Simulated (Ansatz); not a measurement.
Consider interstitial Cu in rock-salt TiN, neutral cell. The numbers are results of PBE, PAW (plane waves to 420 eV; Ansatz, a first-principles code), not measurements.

Settings: 64 host sites, the relaxed PBE lattice, a 3×3×3 k-point mesh shifted by half a step, smearing 0.10 eV, spin-restricted, no image-charge correction. No zero-point or tunnelling terms. Sites that were not tried may lie lower.

Barriers: single points on a 4×4×4 k-point mesh shifted by half a step at the bands' geometries.

The step: a concerted move, in which Cu travels most. Atoms about the jump, Cartesian Å from the middle of the jump, before and after:

```tsv
atom	x0	y0	z0	x1	y1	z1
Cu1	0.00	-1.06	0.00	0.00	1.06	0.00
N2	1.11	0.05	-1.11	1.11	-0.05	-1.11
N3	-1.11	0.05	1.11	-1.11	-0.05	1.11
Ti4	-1.27	0.21	-1.27	-1.27	-0.21	-1.27
Ti5	1.27	0.21	1.27	1.27	-0.21	1.27
N6	-1.08	2.17	-1.08	-1.11	2.17	-1.11
N7	-1.11	-2.17	-1.11	-1.08	-2.17	-1.08
N8	1.08	2.17	1.08	1.11	2.17	1.11
N9	1.11	-2.17	1.11	1.08	-2.17	1.08
Ti10	1.07	2.15	-1.07	1.27	2.33	-1.27
Ti11	-1.07	2.15	1.07	-1.27	2.33	1.27
Ti12	1.27	-2.33	-1.27	1.07	-2.15	-1.07
Ti13	-1.27	-2.33	1.27	-1.07	-2.15	1.07
Ti14	1.07	0.01	-3.21	1.07	-0.01	-3.21
Ti15	-3.21	0.01	1.07	-3.21	-0.01	1.07
Ti16	3.21	0.01	-1.07	3.21	-0.01	-1.07
Ti17	-1.07	0.01	3.21	-1.07	-0.01	3.21
N18	-1.08	0.02	-3.23	-1.08	-0.02	-3.23
N19	-3.23	0.02	-1.08	-3.23	-0.02	-1.08
N20	3.23	0.02	1.08	3.23	-0.02	1.08
N21	1.08	0.02	3.23	1.08	-0.02	3.23
```

Q: Predict the transition state.

A: 
```json
[
 {"atom": "Cu1", "x": "0.00", "y": "0.01", "z": "0.00"},
 {"atom": "N2", "x": "1.24", "y": "0.01", "z": "-1.24"},
 {"atom": "N3", "x": "-1.24", "y": "0.01", "z": "1.24"},
 {"atom": "Ti4", "x": "-1.46", "y": "0.01", "z": "-1.47"},
 {"atom": "Ti5", "x": "1.47", "y": "0.00", "z": "1.46"},
 {"atom": "N6", "x": "-1.10", "y": "2.10", "z": "-1.10"},
 {"atom": "N7", "x": "-1.10", "y": "-2.09", "z": "-1.10"},
 {"atom": "N8", "x": "1.10", "y": "2.10", "z": "1.10"},
 {"atom": "N9", "x": "1.10", "y": "-2.09", "z": "1.10"},
 {"atom": "Ti10", "x": "1.07", "y": "2.18", "z": "-1.07"},
 {"atom": "Ti11", "x": "-1.07", "y": "2.18", "z": "1.07"},
 {"atom": "Ti12", "x": "1.07", "y": "-2.17", "z": "-1.07"},
 {"atom": "Ti13", "x": "-1.07", "y": "-2.17", "z": "1.07"},
 {"atom": "Ti14", "x": "1.10", "y": "0.01", "z": "-3.23"},
 {"atom": "Ti15", "x": "-3.22", "y": "0.01", "z": "1.10"},
 {"atom": "Ti16", "x": "3.23", "y": "0.01", "z": "-1.10"},
 {"atom": "Ti17", "x": "-1.10", "y": "0.01", "z": "3.22"},
 {"atom": "N18", "x": "-1.08", "y": "0.01", "z": "-3.31"},
 {"atom": "N19", "x": "-3.30", "y": "0.01", "z": "-1.08"},
 {"atom": "N20", "x": "3.31", "y": "0.01", "z": "1.08"},
 {"atom": "N21", "x": "1.08", "y": "0.01", "z": "3.30"}
]
```
It lies 1.46 eV above the start and 1.46 eV above the end. The saddle point's order was not checked, and it lies on a symmetry element of the cell, where a band can be held.
